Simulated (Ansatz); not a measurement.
Take GaN in the wurtzite structure (space group P6_3mc, No. 186) as the base.

```
GaN
1.0
    3.21837     0.00000     0.00000
   -1.60918     2.78719     0.00000
    0.00000     0.00000     5.24320
Ga N
2 2
Direct
  0.33333   0.66667   0.00014
  0.66667   0.33333   0.50014
  0.33333   0.66667   0.37686
  0.66667   0.33333   0.87686
```

Cartesian axes are those of the cell as printed.

All numbers come from PBE in Ansatz (plane waves to 420 eV, PAW, no SOC).

Before the change:

- Band gap: 1.71 eV
- Electron mass: 0.14 mₑ along c, 0.16 mₑ across (at Γ)

Now apply this change: biaxial strain +1.80 %, plane normal [001], relaxed out of plane (Cartesian); in-plane vectors clamped, the third vector and the atoms free.

Q: What happens to the band gap?

A: The band gap decreases by 0.21 eV, from 1.71 eV to 1.50 eV.

Q: How does this affect the electron mass?

A: The electron mass becomes 0.14 mₑ out of plane, 0.14 mₑ in plane (at Γ) (base: 0.14 mₑ along c, 0.16 mₑ across (at Γ)).

Masses are band curvatures over ±0.01 Å⁻¹ around the edge. Gaps are Kohn–Sham eigenvalue differences; semilocal functionals usually give less than the measured gap. No phonon test of stability was made.

Ansatz is a quantum-chemistry and plane-wave program.
